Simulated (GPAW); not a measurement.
A self-consistent single point of Pb (Fm-3m, 1 atom in the cell) with GPAW.

Computed with PBE, GPAW PAW datasets PBE (gpaw-data 1.0.1) (plane waves; GPAW).

The change in words: lattice scaled by 0.98. Reference geometry:
```yaml
crystal:
  lattice:
    - [0.00000, 2.52319, 2.52319]
    - [2.52319, 0.00000, 2.52319]
    - [2.52319, 2.52319, 0.00000]
  atoms:
    - { symbol: Pb, position: [0.00000, 0.00000, 0.00000] }
```

Reference input (self-consistent single point, DFT PBE, plane waves, GPAW PAW datasets PBE (gpaw-data 1.0.1)): mode = pw; ecut = 550 eV; xc = PBE; kpts = 11 11 11; mesh shift (steps) = 0 0 0; occupations.name = fermi-dirac; occupations.width = 0.05 eV; nbands = -9; symmetry.symmorphic = false; symmetry.tolerance = 0.0005; maxiter = 120. This run's input differs from it in these lines:

```diff
@@ -5,5 +5,5 @@
 atoms = Atoms(['Pb'],
-              cell=[[0.000000, 2.523195, 2.523195],
-                    [2.523195, 0.000000, 2.523195],
-                    [2.523195, 2.523195, 0.000000]],
+              cell=[[0.000000, 2.472731, 2.472731],
+                    [2.472731, 0.000000, 2.472731],
+                    [2.472731, 2.472731, 0.000000]],
               scaled_positions=[[0.000000, 0.000000, 0.000000]],
```

The program printed (abridged):

```
     iter     time        total  log10-change:
                         energy   eigst   dens
iter:   1 --:--:--    -3.820637
iter:   2 --:--:--    -3.820946   -2.01  -1.82
iter:   3 --:--:--    -3.810411   -2.32  -1.85
iter:   4 --:--:--    -3.812377   -3.48  -2.45
iter:   5 --:--:--    -3.808845c  -3.29  -2.51
iter:   6 --:--:--    -3.808764c  -4.61  -3.04
iter:   7 --:--:--    -3.808610c  -5.54  -3.07
iter:   8 --:--:--    -3.808673c  -5.77  -3.29
iter:   9 --:--:--    -3.808578c  -5.41  -3.12
iter:  10 --:--:--    -3.808580c  -6.36  -3.05
iter:  11 --:--:--    -3.808619c  -4.78  -3.00
iter:  12 --:--:--    -3.808621c  -6.91  -3.88
iter:  13 --:--:--    -3.808621c  -7.93c -4.75c
Converged after 13 iterations.

Dipole moment: (0.000000, 0.000000, -0.000000) |e|*Ang

Energy contributions relative to reference atoms: (reference = -567274.463364)

Kinetic:         +9.134843
Potential:       -9.070780
External:        +0.000000
XC:              -3.877893
Entropy (-ST):   -0.002983
Local:           +0.006701
SIC:             +0.000000
--------------------------
Free energy:     -3.810112
Extrapolated:    -3.808621

Showing only first 2 kpts
 Kpt  Band  Eigenvalues  Occupancy
  0     5     -4.06362    2.00000
  0     6     15.06002    0.00000
  0     7     15.06002    0.00000
  0     8     15.06002    0.00000

  1     5     -3.85078    2.00000
  1     6     13.84683    0.00000
  1     7     14.20590    0.00000
  1     8     14.20590    0.00000

Fermi level: 7.73531

No gap
No difference between direct/indirect transitions
Energy (eV): -3.808621

Forces in eV/Ang:
  0 Pb    0.00000   -0.00000    0.00000

Stress tensor:
    -0.012827     0.000000     0.000000
     0.000000    -0.012827     0.000000
     0.000000     0.000000    -0.012827
Stress (GPa, Voigt): [-2.0551 -2.0551 -2.0551  0.      0.      0.    ]
```

The run converged in 13 iterations. GPAW prints stress with tension positive. Against the reference run the free energy goes up by 8.2 meV/atom and the pressure goes from -0.61 to 2.06 GPa.

The starting cell comes from a database of computed structures (which also holds hypothetical and non-ambient phases and stackings), without a prior relaxation at this level. Its lattice was rescaled by a random factor within 2.5 % of one. For this run, on top of that: lattice scaled by 0.98.
